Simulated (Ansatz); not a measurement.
Consider ZrB2 (space group P6/mmm, No. 191; a = 3.155 Å, c = 3.506 Å; relaxed with 0.1 eV smearing).

Calculations: PBEsol (Ansatz, a quantum-chemistry and plane-wave program; PAW; 420 eV plane waves; without spin-orbit coupling).

Before the change:

| Item | Result |
|---|---|
| Band gap | zero |

Modification: the cell is scaled by 0.9750 in all directions, atoms relaxed at fixed cell.

Question: How does this affect the band gap and energy relative to the base?

Answer: The band gap remains zero; the energy rises by 48 meV/atom.

The cells carry an imposed strain or load. Stability against distortions was not tested. The final runs are not spin-polarised.
